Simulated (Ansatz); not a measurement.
## CaO: strain along the normal

CaO (rock salt, Fm-3m, 13.542 Å³/atom at rest) under an equal strain ε in the (001) plane with the normal axis free, as in a coherent film. PBEsol in Ansatz, a plane-wave DFT program (PAW, default set), 420 eV, 12×12×12 Γ-centred mesh, Fermi-Dirac smearing 0.05 eV; ions are relaxed within the symmetry of each cell.

Here s stands for strain and y for normal strain.

| strain (%) | normal strain (%) |
|---|---|
| -1.50 | 0.80 |
| -1.00 | 0.53 |
| -0.50 | 0.26 |
| 0.00 | 0.00 |
| 0.50 | -0.26 |
| 1.00 | -0.51 |
| 1.50 | -0.75 |
| 3.00 | ? |

The 7 complete rows are fitted with a straight line, y against s. Means: s 0, y 0.010. About the means, the sum of products is -3.6250 and the sum of squares of s is 7.0000; the slope is their ratio. Least squares gives y = 0.010 - 0.5179·s. Residuals (row less fit): 0.013, 0.002, -0.009, -0.010, -0.011, -0.002, 0.017; standard error 0.012 (degrees of freedom: 5). The slope, -0.52 ± 0.00, is the elastic response of the normal axis, −2C12/C11 for this plane.

Task: Estimate the missing y (s = 3.00); what did the run itself give?

Result: y = 0.010 - 0.5179 × 3.0 = -1.544%. The calculation gives -1.46%, 0.084% above the prediction (3.7 % of the range of y in the table). The row lies outside the fitted rows, so this is an extrapolation. From the scatter of the fitted rows alone, a prediction at this place has a standard error of 0.019%, so the miss is 4.4 times that.

One order more, fitted to all 13 runs of the series, follows each within 0.01, so the miss is the next term of a smooth law. Rows are the converged runs of the series near zero and its far end; series whose fitted rows scatter by over a few per cent of the range, as at a crossing or softening among them, aren't shown in this form. Most that stay on the fit to the last digits aren't either.
